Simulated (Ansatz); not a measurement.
**Several settings converged on LaPd (Cm, 4 atoms in the cell)**

```xyz
4
Lattice="1.9870 -5.5005 0.0000 1.9870 5.5005 0.0000 0.0000 0.0000 4.6444" Properties=species:S:1:pos:R:3 pbc="T T T"
La     1.9870    -4.0134     3.5333
La     1.9870     4.0134     1.1611
Pd     1.9870    -0.9594     3.4833
Pd     1.9870     0.9594     1.1611
```

Base method: LDA (PW92), default PAW files made with PBE (plane waves; Ansatz, a first-principles code).

Base settings: basis.ecutwfc = 420 eV; kpoints.mp_grid.grid = 5 5 3; hamiltonian.xc = lda; hamiltonian.pseudopotentials = {kind: paw} (the program's default PAW files); scf.occupations.method = gaussian; scf.occupations.width = 0.1 eV.

The count of work is k-points × plane waves × bands × iterations; it is no time. Core times come from one kind of shared machine, to one figure; runs under 30 s give none.

**The cutoff for other potential files**

Level: DFT, LDA (PW92), plane waves, harder PAW files (source: ansatz) made with PBE.

In this ladder: hamiltonian.pseudopotentials = {kind: paw, source: ansatz}.

The second cell is the first with its lattice scaled by 0.98.

The mesh stays at the base's, so the ladder's end is converged at best in this setting alone.

The first pressure column holds Ansatz's estimate of the finite-basis (Pulay) stress, which hides part of the cutoff error; the other is without it.

Only quantities that move along the ladder and can be compared are tabulated.

```csv
basis.ecutwfc,free energy less the last step's (meV/atom),energy of the compressed cell less the first (meV/atom),pressure (GPa),pressure without the Pulay estimate (GPa),largest difference of a force vector from the last step's (eV/Å),count of work / last,core time / last (rough)
270 eV,9227.61,-50.52,-9.20,-237.54,0.356,0.091,–
330 eV,2284.94,-19.22,-3.76,-82.76,0.043,0.12,–
420 eV,207.86,-25.74,-4.91,-15.70,0.014,0.21,–
510 eV,9.95,-24.74,-4.76,-5.58,0.000,0.28,–
600 eV,0.58,-24.70,-4.76,-4.77,0.000,0.35,–
720 eV,0.47,-24.71,-4.76,-4.76,0.000,0.47,0.4
900 eV,0.23,-24.71,-4.76,-4.77,0.000,0.65,0.4
1200 eV,0.00,-24.70,-4.76,-4.77,0.000,1.0,1
```

Coarsest basis.ecutwfc that holds the pressure within 0.2 GPa of the last step, with all finer ones: 420 eV, at 0.21 of the last step's count of work; the step before is off by 1.00 GPa.

Coarsest basis.ecutwfc that holds the free energy within 2 meV/atom of the last step, with all finer ones: 600 eV, at 0.35 of the last step's count of work; the step before is off by 10.0 meV/atom.

Coarsest basis.ecutwfc that holds the pressure without the Pulay estimate within 0.1 GPa of the last step, with all finer ones: 600 eV, at 0.35 of the last step's count of work; the step before is off by 0.82 GPa.

The energy difference between the two cells stays within 1 meV/atom of the last step's from 510 eV on, the total only from 600 eV on: much of the error is common to both cells and cancels.

At the lowest cutoff the pressure without the Pulay estimate lies 233 GPa under the last step's, the usual sign of Pulay stress in an incomplete plane-wave basis.

**The relaxed cell against the cutoff**

On LaPd (Cmcm, 4 atoms in the cell): atoms on their sites.

In this ladder: relax = cell and atoms.

The mesh stays at the base's, so the ladder's end is converged at best in this setting alone.

Only quantities that move along the ladder and can be compared are tabulated.

| basis.ecutwfc | relaxed volume (Å³/atom) | relaxation steps | core time / last (rough) |
|---|---|---|---|
| 210 eV | 24.274 | 97 | 3 |
| 250 eV | 23.593 | 48 | 1 |
| 295 eV | 23.736 | 20 | 0.6 |
| 355 eV | 23.766 | 9 | 0.5 |
| 420 eV | 23.755 | 6 | – |
| 505 eV | 23.755 | 6 | 0.5 |
| 630 eV | 23.754 | 6 | – |
| 840 eV | 23.754 | 6 | 1 |

Coarsest basis.ecutwfc that holds the relaxed volume within 0.119 Å³/atom of the last step, with all finer ones: 295 eV; the step before is off by 0.16 Å³/atom.

At the lowest cutoff the cell relaxes to a volume 2.2 % larger than at the highest. Ansatz relaxes on a stress corrected for the finite basis.

On the base run: the starting cell comes from a database of computed structures (which also holds hypothetical and non-ambient phases and stackings), without a prior relaxation at this level. Its lattice was rescaled by up to half a per cent. One atom was moved a little off its site on purpose. Spin polarisation is off. Without a gap this mesh is coarse (it stands for a supercell whose shortest vector is 14 Å).

Keys are those of Ansatz 0.2.
